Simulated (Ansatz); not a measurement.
Base system: AlAs in the zinc blende structure (space group F-43m, No. 216; a = 5.675 Å). Axes: x, y, z lie along the cube axes.

Method: PBEsol (Ansatz, a first-principles code; PAW; 420 eV plane waves; no spin-orbit coupling).

Strains are applied to the cell and any free atomic positions relax; under biaxial strain the out-of-plane vector relaxes too.

One change was made to it. Results:

The energy increases by 4.7 meV/atom; the smallest direct gap grows by 0.11 eV to 2.02 eV.

Name the change that was made.
(A) isotropic strain −3.88 %
(B) uniaxial strain ε_yy = −2.45 %
(C) tensor shear ε_xz = +3.36 %
(D) biaxial strain +4.88 %, plane normal [001], relaxed out of plane
(E) isotropic strain −5.69 %

B, uniaxial strain ε_yy = −2.45 %. For comparison, the energy relative to the base in the other runs: tensor shear ε_xz = +3.36 % gives +17 meV/atom; isotropic strain −5.69 % gives +181 meV/atom; isotropic strain −3.88 % gives +79 meV/atom; biaxial strain +4.88 %, plane normal [001], relaxed out of plane gives +33 meV/atom.

Whether these cells are dynamically stable was not tested.
